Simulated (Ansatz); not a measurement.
Input and output of a relaxation of cell and atoms for CaZn (P1, 2 atoms in the cell) (Ansatz, an electronic-structure program).

Method of the run: PBEsol, PAW files made with PBE (plane waves; Ansatz).

```yaml
crystal:
  lattice:
    - [1.95899, 1.13102, 4.29705]
    - [-1.95899, 1.13102, 4.29705]
    - [0.00000, -2.26205, 4.29705]
  atoms:
    - { symbol: Ca, position: [0.99643, 0.99747, 0.99423] }
    - { symbol: Zn, position: [0.50357, 0.50253, 0.50577] }
```

Reference input (self-consistent single point, DFT, PBEsol, plane waves, PAW files made with PBE): kpoints.mp_grid.grid = 7 7 7; hamiltonian.xc = pbesol; hamiltonian.pseudopotentials = {kind: paw} (the program's default PAW files); scf.occupations.method = gaussian; scf.occupations.width = 0.2 eV. This run's input differs from it in these lines:

```diff
@@ -15,2 +15,4 @@
   occupations: { method: gaussian, width: 0.2 }
+relax:
+  cell: {}
 output:
```

The program printed (abridged):

```
   [... SCF lines of the steps left out ...]
relax step   1: F+E_penalty+E_count = -5074.60288028 eV  Δ(F+E_penalty+E_count) = +0.000e0 eV  max|allowed force component| = 2.466e-1 eV/Å  Δτ_max = 0.0000 Å  P = -1.239 GPa  Ω = 57.125 Å³  (9 SCF iters, dr2 threshold 1.00e-7 eV, accepted)
relax step   2: F+E_penalty+E_count = -5074.62836333 eV  Δ(F+E_penalty+E_count) = -2.548e-2 eV  max|allowed force component| = 8.739e-2 eV/Å  Δτ_max = 0.0351 Å  P = -0.399 GPa  Ω = 55.225 Å³  energy of the carried Pulay correction = +2.969e-4 eV  (7 [...]
   [... lines left out ...]
relax step   9: F+E_penalty+E_count = -5074.65051870 eV  Δ(F+E_penalty+E_count) = -4.274e-5 eV  max|allowed force component| = 4.391e-4 eV/Å  Δτ_max = 0.0002 Å  P = -0.009 GPa  Ω = 55.341 Å³  energy of the carried Pulay correction = +2.784e-4 eV  (8 [...]
relax step  10: F+E_penalty+E_count = -5074.65076487 eV  Δ(F+E_penalty+E_count) = -2.462e-4 eV  max|allowed force component| = 4.390e-4 eV/Å  Δτ_max = 0.0000 Å  P = +0.001 GPa  Ω = 55.341 Å³  stress off target by 2.61e-2 GPa  SCF on the basis [...]
basis re-selected at this cell: Δ(F+E_penalty+E_count) = -2.462e-4 eV, ΔP = +0.010 GPa vs the last step
Free energy (F): -5074.650765 eV
Internal energy: -5074.629101 eV  (E = F + TS)
E sigma→0 (E₀):  -5074.639933 eV
Entropy (-TS):   -0.021664 eV (-10.832 meV/atom)
Fermi energy:    6.330631 eV
--- Forces (eV/Å), atoms counted from 1 ---
  atom   1  Ca    -0.00011885     0.00036462     0.00043905
  atom   2  Zn     0.00011886    -0.00036461    -0.00043904
--- Stress (GPa, compression-positive) ---
        0.014516      -0.000124       0.000169
       -0.000124       0.013851      -0.000474
        0.000169      -0.000474      -0.026068
  P = ⅓ Tr σ = 0.0008 GPa (0.008 kbar)
   [... lines left out ...]
  cell:  # Å, volume = 55.3406 Å³
    - [2.125184624825053, 1.2270127580795138, 3.5371971803162863]
    - [-2.125175812220901, 1.2269957968008456, 3.537197627085939]
    - [-1.0282595215965124e-5, -2.4539399508842337, 3.5371790609667344]
  atoms:
    - { symbol: Ca, position: [-1.1948793985830186e-5, -2.2825816167689076e-5, 1.1512233470729124e-5] }
    - { symbol: Zn, position: [0.5000119487939858, 0.5000228258161677, 0.499988487766529] }
```

The run converged. 

Summary of the result:
Free energy E − TS (on the zero of these files): -5074.6508 eV
Fermi level (on the code's own zero): 6.33 eV
Pressure: 0.00 GPa
Final cell: a = b = c = 4.3051 Å, α = β = γ = 59.16°
Final volume per atom: 27.67 Å³
Relaxation steps: 10

The starting cell comes from a database of computed structures (which also holds hypothetical and non-ambient phases and stackings), without a prior relaxation at this level. Its atoms were displaced at random from the sites of space group no. 166. Ansatz's pressure includes its estimate of the finite-basis (Pulay) stress.

Cost on one core of a shared machine: roughly 90 s.

Keys are those of Ansatz 0.2.
